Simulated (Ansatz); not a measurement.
Pt3AlB (model structure, started from the Ni3MgC type, Pm-3m, No. 221, 5 atoms in the cell), treated with LDA in Ansatz (plane waves, PAW).

Settings: plane-wave cutoff 520 eV, 14×14×14 k mesh, Fermi–Dirac smearing 0.05 eV, scalar-relativistic PAW data made under PBE.

Cell (relaxed at this level):

```cif
data_AlBPt3
_chemical_formula_sum 'Al1 Pt3 B1'
_space_group_name_H-M_alt 'P 1'
_space_group_IT_number 1
_cell_length_a 4.12165
_cell_length_b 4.12165
_cell_length_c 4.12165
_cell_angle_alpha 90.000
_cell_angle_beta 90.000
_cell_angle_gamma 90.000
loop_
_space_group_symop_operation_xyz
  'x, y, z'
loop_
_atom_site_label
_atom_site_type_symbol
_atom_site_fract_x
_atom_site_fract_y
_atom_site_fract_z
_atom_site_occupancy
Al1 Al 0.00000 0.00000 0.00000 1
Pt1 Pt 0.00000 0.50000 0.50000 1
Pt2 Pt 0.50000 0.00000 0.50000 1
Pt3 Pt 0.50000 0.50000 0.00000 1
B1 B 0.50000 0.50000 0.50000 1
```

Estimate the bulk modulus B0 that the calculation returns.


- bulk modulus B0: 227 GPa

The run finds no gap.

Note: the bulk modulus is −V dP/dV from two relaxed cells at ±2 % in volume; the relaxation could raise the start's symmetry but not lower it, so the cell can be a saddle point.

Spin–orbit coupling is not included; it can open a gap where bands touch, and shift volumes and moduli.

Computed values are for the static lattice.

The result took around 40 core-seconds (rough).

A model structure was made by putting elements into a prototype or built by hand; it is no filed structure, need not be a known phase, and can be a saddle point held by its symmetry.

Ansatz is a program for electronic structure.
